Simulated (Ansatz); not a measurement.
CdTe (I-4m2), r2SCAN with spin-orbit coupling, rigid bands (Ansatz, a quantum-chemistry and plane-wave program): Condition of this run: biaxial stress in (001) of 1.5 GPa (compression positive) (the target of the relaxation). band gap 0.96 eV, N_c = 7.31e17 cm⁻³ and N_v = 3.95e18 cm⁻³ at 300 K, conductivity masses along y (a = (0.00, 3.13, 3.39) Å; b = (3.13, 0.00, 3.39) Å; c = (3.13, 3.13, 0.00) Å) of 0.0994 mₑ (electrons) and 0.269 mₑ (holes). Take k_BT = 0.02585 eV.

### Question
What built-in voltage has an abrupt junction with N_A = 1e16 and N_D = 1e17 cm⁻³, all dopants ionised?

### Answer
V_bi = E_g/e − (k_BT/e) ln(N_c N_v/(N_A N_D)) = 0.96 − 0.02585 × 7.97 = 0.75 V. It follows the computed gap one for one.

### Question
What thermal injection velocity √(2k_BT/πm) limits a ballistic channel along the direction named?

### Answer
1.71e7 cm/s for electrons and 1.04e7 cm/s for holes, a ratio of √(m_h/m_e) = 1.65, for dilute carriers.

### Question
Find the intrinsic carrier density and the intrinsic Fermi level.

### Answer
n_i = √(N_c N_v) exp(−E_g/2k_BT) = 1.70e18 × exp(−18.57) = 1.5e10 cm⁻³. The level lies (k_BT/2) ln(N_v/N_c) = 22 meV from mid-gap (positive towards the conduction band). Each 0.1 eV added to the gap lowers n_i by a factor of 6.9.

Rigid, parabolic bands with the computed gap; masses take one relaxation time for all states. Geometry: cell and atoms relaxed with PBEsol.
